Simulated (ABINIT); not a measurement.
Worked example: self-consistent single point of CdSe (F-43m, 2 atoms in the cell) in ABINIT.

Method: PBE, spin-orbit coupling, PAW (JTH v2.0 PBE PAW) (plane waves; ABINIT).

```
CdSe
1.0
    0.00000     3.02500     3.02500
    3.02500     0.00000     3.02500
    3.02500     3.02500     0.00000
Cd Se
1 1
Cartesian
  0.00000   0.00000   0.00000
  1.51250   1.51250   1.51250
```

Reference input (self-consistent single point, DFT, PBE, plane waves, PAW (JTH v2.0 PBE PAW)): pseudos = [Cd.GGA_PBE-JTH.xml, Se.GGA_PBE-JTH.xml]; ecut = 20 Ha; pawecutdg = 40 Ha; pawxcdev = 0; occopt = 3; tsmear = 0.00183747 Ha; ngkpt = 9 9 9; nshiftk = 1; shiftk = 0 0 0; potentials = JTH v2.0 PBE PAW; nband = 14; kptopt = 1. This run's input differs from it in these lines:

```diff
@@ -18,6 +18,8 @@
 pawxcdev 0
+nspinor 2
+nspden 1
 occopt 3
 tsmear 0.00183747
-nband 14
-kptopt 1
+nband 30
+kptopt 4
 ngkpt 9 9 9
```

Output (repeated stretches shortened):

```
--- !BeginCycle
solver: {iscf: 17, nstep: 50, nline: 4, wfoptalg: 10, }
tolerances: {toldfe: 1.00E-09, }
...

     iter   Etot(hartree)      deltaE(h)  residm     nres2
 ETOT  1  -57.121808886783    -5.712E+01 1.347E-01 3.048E+00
 ETOT  2  -57.176302089305    -5.449E-02 7.581E-02 4.285E-01
 ETOT  3  -57.175942390789     3.597E-04 3.886E-02 9.931E-02
 ETOT  4  -57.176434915472    -4.925E-04 8.082E-03 2.074E-02
 ETOT  5  -57.176691018588    -2.561E-04 2.588E-01 1.130E-03
   [... 13 lines left out ...]
 ETOT 19  -57.176787728548    -2.131E-09 5.100E-03 4.576E-09
 ETOT 20  -57.176787729659    -1.111E-09 3.772E-03 1.127E-08
 ETOT 21  -57.176787730219    -5.603E-10 4.282E-03 7.525E-09
 ETOT 22  -57.176787730503    -2.839E-10 2.994E-03 1.188E-08
 At SCF step   22, etot is converged :
  for the second time, diff in etot=  2.839E-10 < toldfe=  1.000E-09

 Cartesian components of stress tensor (hartree/bohr^3)
  sigma(1 1)= -1.27154243E-04  sigma(3 2)=  0.00000000E+00
  sigma(2 2)= -1.27154243E-04  sigma(3 1)=  0.00000000E+00
  sigma(3 3)= -1.27154243E-04  sigma(2 1)=  0.00000000E+00

 ----iterations are completed or convergence reached----

 reduced coordinates (array xred) for    2 atoms
       0.000000000000      0.000000000000      0.000000000000
       0.250000000000      0.250000000000      0.250000000000
 cartesian forces (eV/Angstrom) at end:
    1     -0.00000000000000    -0.00000000000000    -0.00000000000000
    2     -0.00000000000000    -0.00000000000000    -0.00000000000000
 frms,max,avg= 0.0000000E+00 0.0000000E+00   0.000E+00  0.000E+00  0.000E+00 e/A
   [... lines left out ...]
 Fermi (or HOMO) energy (hartree) =   0.07470   Average Vxc (hartree)=  -0.32480
   [... lines left out ...]
'-kT*entropy'       : -6.70337269918772E-07
total_energy        : -5.71767513339966E+01
total_energy_eV     : -1.55585852841715E+03
...

-Cartesian components of stress tensor (GPa)         [Pressure=  3.7410E+00 GPa]
- sigma(1 1)= -3.74100635E+00  sigma(3 2)=  0.00000000E+00
- sigma(2 2)= -3.74100635E+00  sigma(3 1)=  0.00000000E+00
- sigma(3 3)= -3.74100635E+00  sigma(2 1)=  0.00000000E+00

 Calculation completed.
```

The run converged in 22 iterations. Against the reference run the pressure moves little (3.78 to 3.74 GPa) and the gap on the mesh goes from 0.633 to 0.516 eV.

The starting cell has typed, rounded lattice constants, without a prior relaxation at this level. With a pressure of about 4 GPa the cell is away from its equilibrium volume at this level.

Cost on one core of a shared machine: roughly 10 min.
